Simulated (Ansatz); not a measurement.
**Input and output of a self-consistent single point for Mg₁₄GaSb (P-6m2, 16 atoms in the cell) (Ansatz, an electronic-structure program)**

Computed with PBEsol, default PAW files made with PBE (plane waves; Ansatz).

Input:

Ansatz 0.2 input:
```yaml
crystal:
  lattice:
    - [6.358520, 0.000000, 0.000000]
    - [-3.179260, 5.506640, 0.000000]
    - [0.000000, 0.000000, 10.265390]
  atoms:
    - { symbol: Mg, position: [0.000110, 0.500055, 0.000000] }
    - { symbol: Mg, position: [0.499945, 0.999890, 0.000000] }
    - { symbol: Mg, position: [0.499945, 0.500055, 0.000000] }
    - { symbol: Mg, position: [0.998830, 0.499415, 0.500000] }
    - { symbol: Mg, position: [0.500585, 0.001170, 0.500000] }
    - { symbol: Mg, position: [0.500585, 0.499415, 0.500000] }
    - { symbol: Mg, position: [0.167750, 0.832250, 0.247010] }
    - { symbol: Mg, position: [0.664500, 0.832250, 0.752990] }
    - { symbol: Mg, position: [0.167750, 0.335500, 0.247010] }
    - { symbol: Mg, position: [0.167750, 0.832250, 0.752990] }
    - { symbol: Mg, position: [0.664500, 0.832250, 0.247010] }
    - { symbol: Mg, position: [0.167750, 0.335500, 0.752990] }
    - { symbol: Mg, position: [0.666667, 0.333333, 0.250490] }
    - { symbol: Mg, position: [0.666667, 0.333333, 0.749510] }
    - { symbol: Ga, position: [0.000000, 0.000000, 0.000000] }
    - { symbol: Sb, position: [0.000000, 0.000000, 0.500000] }
basis:
  ecutwfc: 420.0 eV
kpoints:
  mp_grid:
    grid: [5, 5, 3]
hamiltonian:
  xc: pbesol
  pseudopotentials:
    kind: paw
scf:
  occupations:
    method: fermi_dirac
    width: 0.05 eV
output:
  forces: true
  eigenvalues: true
  stress: true
```

The program printed (abridged):

```
WARN the atoms were moved onto the symmetric positions of the space group found under crystal.symmetry.tolerance 1.0e-5 (fractional …
WARN ansatz: RAYON_NUM_THREADS=1 ignored (pool sized by the plan → 1); use --threads N
Pseudopotentials: kind: paw
Pseudopotential: Mg, paw, valence charge 10
Pseudopotential: Ga, paw, valence charge 13
Pseudopotential: Sb, paw, valence charge 15
Crystal: 16 atoms, lattice volume = 359.433 Å³
Basis set: ecut = 420 eV, 7067 PW (Γ), exchange–correlation on 90×90×144 points (8 copies of the dense FFT grid, shifted against one another)
Bands: 101, of which v1, the nominal top of the filled ones, is band 84 counted from 1 (83 counted from 0)
Symmetry: 12 space group operations
Space group: P-6m2 (ITA 187), of the structure as read, at distance tolerance 7.1e-5 Å
k-points: 10 of 75 (time reversal used)
PAW frozen core: Mg, regenerated for the run's functional, and the local potential with it
PAW frozen core: Ga, regenerated for the run's functional, and the local potential with it
PAW frozen core: Sb, regenerated for the run's functional, and the local potential with it
Initial density: superposition of atomic densities (neutral atoms: chi_scale 0, normalization atom), corrected by the library's trained network
Initial wavefunctions: pseudopotential atomic-orbital guess
Eigensolver: davidson
Functional: x = pbesol(κ = 0.804, μ = 0.12345679012345678), c = pbesol(β = 0.046)
SCF iter   1: F=—  HF=-36920.732559 eV  |F-HF|=—  |Δ(HF+E_count)|=         —  Δρ=2.82e-3  dr2=1.50e-1  ethr=1.77e-3  ⟨swp⟩=7.6  Hψ=4204  notcnv=0  defer=21
all-band conjugate gradients solve this SCF's bands
preconditioner: auto → Kerker (q_TF=auto, 2.403 Å⁻¹)
SCF iter   2: F=—  HF=-36920.716746 eV  |F-HF|=—  |Δ(HF+E_count)|=   1.58e-2  Δρ=1.48e-3  dr2=7.18e-2  ethr=8.96e-5  ⟨swp⟩=1.9  Hψ=1273  notcnv=0  defer=34
SCF iter   3: F=—  HF=-36920.708634 eV  |F-HF|=—  |Δ(HF+E_count)|=   8.11e-3  Δρ=3.80e-4  dr2=3.75e-3  ethr=4.28e-5  ⟨swp⟩=2.0  Hψ=1062  notcnv=0  defer=34
SCF iter   4: F=—  HF=-36920.708244 eV  |F-HF|=—  |Δ(HF+E_count)|=   3.91e-4  Δρ=2.42e-4  dr2=2.01e-4  ethr=2.23e-6  ⟨swp⟩=2.0  Hψ=1198  notcnv=0  defer=34
SCF iter   5: F=—  HF=-36920.708107 eV  |F-HF|=—  |Δ(HF+E_count)|=   1.37e-4  Δρ=1.08e-4  dr2=5.17e-5  ethr=1.19e-7  ⟨swp⟩=2.0  Hψ=1212  notcnv=0  defer=34
SCF iter   6: F=—  HF=-36920.708033 eV  |F-HF|=—  |Δ(HF+E_count)|=   7.36e-5  Δρ=1.71e-5  dr2=2.49e-6  ethr=3.08e-8  ⟨swp⟩=2.0  Hψ=1212  notcnv=0  defer=41
SCF iter   7: F=—  HF=-36920.708032 eV  |F-HF|=—  |Δ(HF+E_count)|=   7.71e-7  Δρ=7.20e-6  dr2=4.08e-7  ethr=1.48e-9  ⟨swp⟩=2.0  Hψ=1250  notcnv=0  defer=41
SCF iter   8: F=-36920.708032 eV  HF=-36920.708032 eV  |F-HF|=1.61e-8  |Δ(HF+E_count)|=   1.06e-7  Δρ=1.89e-6  dr2=2.33e-8  ethr=5.95e-11  ⟨swp⟩=12.3  Hψ=4724  notcnv=0
SCF 1 converged in 8 iterations: F = -36920.708032 eV  dr2 = 2.33e-8
SCF converged after 8 iterations
Free energy (F): -36920.708032 eV
Harris-Foulkes:  -36920.708032 eV  (|F-HF|=1.61e-8)
Internal energy: -36920.642243 eV  (E = F + TS)
E sigma→0 (E₀):  -36920.675137 eV
Entropy (-TS):   -0.065789 eV (-4.112 meV/atom)
Fermi energy:    6.515668 eV
--- Per-component energies (eV) ---
  E_band       = -5171.831784
  E_kinetic    = 1372.732134
  E_local      = -25966.780986  (includes V_loc(G=0)·N_el)
  E_nonlocal   = 2136.697561
  E_hartree    = 9615.979581
  E_xc         = -601.249575
  E_vxc        = -667.041673  (∫ρ·V_xc dr)
  E_paw        = -10385.309501  (= ΣΔE_a)
  E_vpaw       = -1279.396632  (= ΣTr[D̂ρ^β])
  E_aug_tail   = -0.000153  (compensation charges beyond the density's cutoff)
  E_ewald      = -13094.730210
  E_core_change = 2.018907  (= ΣΔE_core)
  E_smearing   = -0.065789  (= −TS)
  E_closure    = -0.000000  (closes the sum)
  Σ components = -36920.708032   (vs F -36920.708032, Δ=0.00e0)
--- Forces (eV/Å), atoms counted from 1 ---
  atom   1  Mg    -0.03768700    -0.02175860    -0.00000000
  atom   2  Mg    -0.00000000     0.04351720     0.00000000
  atom   3  Mg     0.03768700    -0.02175860    -0.00000000
  atom   4  Mg     0.00667102     0.00385151     0.00000000
  atom   5  Mg     0.00000000    -0.00770302     0.00000000
  atom   6  Mg    -0.00667102     0.00385151     0.00000000
  atom   7  Mg    -0.03386436     0.01955160    -0.01055775
  atom   8  Mg     0.03386436     0.01955160     0.01055775
  atom   9  Mg    -0.00000000    -0.03910319    -0.01055775
  atom  10  Mg    -0.03386436     0.01955160     0.01055775
  atom  11  Mg     0.03386436     0.01955160    -0.01055775
  atom  12  Mg    -0.00000000    -0.03910319     0.01055775
  atom  13  Mg     0.00000000     0.00000000     0.02458568
  atom  14  Mg    -0.00000000    -0.00000000    -0.02458568
  atom  15  Ga     0.00000000     0.00000000    -0.00000000
  atom  16  Sb     0.00000000    -0.00000000     0.00000000
  max |Σ_I F_I| component: 3.22e-17 eV/Å
--- Stress (GPa, compression-positive) ---
       -0.830602      -0.000000      -0.000000
        0.000000      -0.830602      -0.000000
       -0.000000      -0.000000      -0.932236
  P = ⅓ Tr σ = -0.8645 GPa (-8.645 kbar)
  The stress holds the Pulay correction. Without it, at fixed plane waves, as pw.x and ABINIT print it: P = -0.8713 GPa
--- Band table (eV; the first three rows and the last of 10) ---
  k-point 0: bands = ["-69.2975", "-69.2975", "-69.2959", "-69.2959", "-69.2959", "-69.2959", "-69.2831", "-69.2816", "-69.2816", "-69.2727", "-69.2712", "-69.2712", "-69.0636", "-69.0636", "-36.2570", "-36.2558", "-36.2496", "-36.2496", "-36.2486", [...]
  k-point 1: bands = ["-69.2975", "-69.2975", "-69.2959", "-69.2959", "-69.2959", "-69.2959", "-69.2831", "-69.2816", "-69.2816", "-69.2727", "-69.2712", "-69.2712", "-69.0636", "-69.0636", "-36.2569", "-36.2558", "-36.2495", "-36.2495", "-36.2480", [...]
  k-point 2: bands = ["-69.2974", "-69.2973", "-69.2961", "-69.2960", "-69.2959", "-69.2959", "-69.2830", "-69.2817", "-69.2816", "-69.2726", "-69.2713", "-69.2712", "-69.0636", "-69.0636", "-36.2557", "-36.2545", "-36.2496", "-36.2491", "-36.2482", [...]
  k-point 9: bands = ["-69.2969", "-69.2969", "-69.2965", "-69.2965", "-69.2959", "-69.2959", "-69.2825", "-69.2822", "-69.2816", "-69.2721", "-69.2718", "-69.2712", "-69.0636", "-69.0636", "-36.2521", "-36.2508", "-36.2500", "-36.2489", "-36.2481", [...]
```

The run converged in 8 iterations.

The starting cell comes from a database of computed structures (which also holds hypothetical and non-ambient phases and stackings), without a prior relaxation at this level. Spin-orbit coupling is off. Ansatz's pressure includes its estimate of the finite-basis (Pulay) stress. The run gives no clean gap (levels at the Fermi energy touch, overlap or are partly filled at this smearing), which alone does not show that the compound is a metal.
